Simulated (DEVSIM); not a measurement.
System: Schottky contact on n-type ZnO, at 300 K.

Layer 1 from the left is ZnO, thickness (μm) 3.20, Nd (cm⁻³) 1.8e17, τn (s) 2.9e-9, τp (s) 2.9e-9.

Left contact: Schottky, work function 6 eV, emission velocity 8.9e6 cm/s. Right contact: ohmic. Voltage is applied to the left contact. Recombination: SRH at mid-gap, radiative, Auger. Mobility is μmin + (μ − μmin)/(1 + (N/Nref)^α).

The device is made up for the run: typed textbook-type constants, with dimensions and the other settings drawn at random. Values at 300 K.

ZnO: gap (eV) 3.37, affinity (eV) 4.5, permittivity 8.7, Nc (cm⁻³) 3.7e18, Nv (cm⁻³) 1.8e19, μn (cm²/Vs) 200, μp (cm²/Vs) 20, μn,min 20, μp,min 2, Nref,n 1e18, Nref,p 1e18, αn 0.6, αp 0.6, B (cm³/s) 1e-10, Cn (cm⁶/s) 1e-31, Cp (cm⁶/s) 1e-31.

DEVSIM, 1D drift-diffusion, Boltzmann statistics, complete ionisation; no tunnelling, impact ionisation, image-force lowering or self-heating. Metal contacts follow the ideal Schottky-Mott rule: no Fermi-level pinning, no interface dipoles.

Dark forward current:

```
|V| (V)  |J| (A/cm²)
-------  -----------
0.35       2.089e-13
0.40       1.439e-12
0.45       9.904e-12
0.50       6.816e-11
0.55       4.689e-10
0.60        3.224e-9
0.65        2.216e-8
0.70        1.521e-7
0.75        1.044e-6
0.80        7.156e-6
0.85        4.899e-5
0.90       0.0003349
0.95        0.002285
1.00         0.01555
1.05          0.1055
1.10          0.7109
1.15           4.712
1.20           29.19
1.25           140.3
1.30           420.4
1.35           845.6
1.40            1355
1.45            1911
1.50            2497
```

### Question
Work out the local ideality factor n = ΔV / (kT/q · ln(J2/J1)) between the rows 0.35 and 0.40 V, 1.45 and 1.50 V.

### Answer
kT/q = 25.85 mV. From 0.35 to 0.40 V: ln(1.439e-12/2.089e-13) = 1.930, n = 1.00, near the 1 of diffusion or emission over a barrier. From 1.45 to 1.50 V: ln(2497/1911) = 0.267, n = 7.23; the layers' resistance at their doping, Σ W/(qμN) = 7.3e-5 Ω cm², would take 43 mV of this step of 50 mV.

### Question
Estimate the current at 0.75 V for emission alone, J0 = q v N_band exp(−φB/kT), and read the barrier back from the simulated current.

### Answer
φB = 1.500 eV, N_band = 3.70e18 cm⁻³, J0 = 3.32e-19 A/cm²; J = J0 (exp(qV/kT) − 1) = 1.32e-6 A/cm². The simulation gives 1.04e-6 A/cm²; the estimate lies 27 % above. Read backwards, the simulated current gives an apparent barrier of 1.506 eV. The estimate leaves out transport through the depletion region and minority injection.
